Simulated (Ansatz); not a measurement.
MoS$_{2}$ in the fluorite structure (space group Fm-3m, No. 225; ferromagnetic; a hypothetical phase, not in the database extracts checked)

```yaml
crystal:
  lattice:
    - [0.00000, 2.97401, 2.97401]
    - [2.97401, 0.00000, 2.97401]
    - [2.97401, 2.97401, 0.00000]
  atoms:
    - { symbol: Mo, position: [0.00000, 0.00000, 0.00000] }
    - { symbol: S, position: [0.25000, 0.25000, 0.25000] }
    - { symbol: S, position: [0.75000, 0.75000, 0.75000] }
```

All numbers come from PBE in Ansatz (plane waves to 420 eV, PAW, scalar-relativistic without spin-orbit coupling). k-mesh 14×14×14 (Γ-centred); smearing 0.05 eV (Fermi–Dirac).

The volume per atom is 17.54 Å³ and the density is 5.05 g/cm³. The band gap is zero. The magnetic state is ferromagnetic and the total energy comes out as -2253.590 eV/atom (σ→0; compares only within this code and set-up).

The magnetic state is the one reached from the starting moments; the real material's order can differ, and small cells can't hold many antiferromagnetic ones. Stability against distortions was not tested.

Ansatz is an electronic-structure program.
